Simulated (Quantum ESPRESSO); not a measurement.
Input and output of a self-consistent single point for LiCl (Fm-3m, 2 atoms in the cell) (Quantum ESPRESSO).

Level of theory: revPBE, SSSP 1.1.2 efficiency (PBE) pseudopotentials (plane waves; Quantum ESPRESSO).

```yaml
crystal:
  lattice:
    - [-2.54771, 0.00000, 2.54771]
    - [0.00000, 2.54771, 2.54771]
    - [-2.54771, 2.54771, 0.00000]
  atoms:
    - { symbol: Li, position: [0.00000, 0.00000, 0.00000] }
    - { symbol: Cl, position: [0.50000, 0.50000, 0.50000] }
```

Reference input (self-consistent single point, DFT, PBE, plane waves, SSSP 1.1.2 efficiency (PBE) pseudopotentials): ecutwfc = 40 Ry; ecutrho = 320 Ry; occupations = smearing; smearing = fd; degauss = 0.000734986 Ry; potentials = {Li: li_pbe_v1.4.uspp.F.UPF, Cl: cl_pbe_v1.4.uspp.F.UPF}; K_POINTS = automatic 9 9 9 1 1 1; conv_thr = 1e-10 Ry; mixing_beta = 0.7. This run's input differs from it in these lines:

```diff
@@ -18,2 +18,3 @@
    degauss = 0.000734986,
+   input_dft = 'revpbe',
 /
```

Log, with long lists cut:

```
     Self-consistent Calculation

     iteration #  1     ecut=    40.00 Ry     beta= 0.70

     Threshold (ethr) on eigenvalues was too large:
     Diagonalizing with lowered threshold

     negative rho (up, down):  1.466E-02 0.000E+00

     total energy              =     -48.09438522 Ry
     estimated scf accuracy    <       0.01614396 Ry

     iteration #  2     ecut=    40.00 Ry     beta= 0.70

     negative rho (up, down):  1.438E-02 0.000E+00

     total energy              =     -48.09495712 Ry
     estimated scf accuracy    <       0.00084494 Ry

     iteration #  3     ecut=    40.00 Ry     beta= 0.70
     c_bands:  1 eigenvalues not converged

     negative rho (up, down):  1.436E-02 0.000E+00

     total energy              =     -48.09518742 Ry
     estimated scf accuracy    <       0.00001308 Ry

   [... 2 blocks of this kind left out ...]

     iteration #  6     ecut=    40.00 Ry     beta= 0.70

     negative rho (up, down):  1.432E-02 0.000E+00

     total energy              =     -48.09520402 Ry
     estimated scf accuracy    <       0.00000001 Ry

     iteration #  7     ecut=    40.00 Ry     beta= 0.70

     negative rho (up, down):  1.432E-02 0.000E+00
     End of self-consistent calculation

     the Fermi energy is     5.2871 ev

!    total energy              =     -48.09520402 Ry
     estimated scf accuracy    <          3.7E-11 Ry
     smearing contrib. (-TS)   =       0.00000000 Ry
     internal energy E=F+TS    =     -48.09520402 Ry

     convergence has been achieved in   7 iterations

     negative rho (up, down):  1.432E-02 0.000E+00

     Forces acting on atoms (cartesian axes, Ry/au):

     atom    1 type  1   force =     0.00000000    0.00000000    0.00000000
     atom    2 type  2   force =     0.00000000    0.00000000    0.00000000

     Total force =     0.000000     Total SCF correction =     0.000000

     negative rho (up, down):  1.432E-02 0.000E+00
          total   stress  (Ry/bohr**3)                   (kbar)     P=       28.03
   0.00019055  -0.00000000  -0.00000000           28.03       -0.00       -0.00
  -0.00000000   0.00019055   0.00000000           -0.00       28.03        0.00
  -0.00000000   0.00000000   0.00019055           -0.00        0.00       28.03

   JOB DONE.
```

The run converged in 7 iterations. Against the reference run the pressure goes from 1.07 to 2.80 GPa and the gap on the mesh goes from 6.559 to 6.757 eV.

The starting cell comes from a database of computed structures (which also holds hypothetical and non-ambient phases and stackings), without a prior relaxation at this level. Its lattice was rescaled by a random factor within 2.5 % of one. The shifted mesh does not hold Γ, so a gap read on it misses any band edge there.
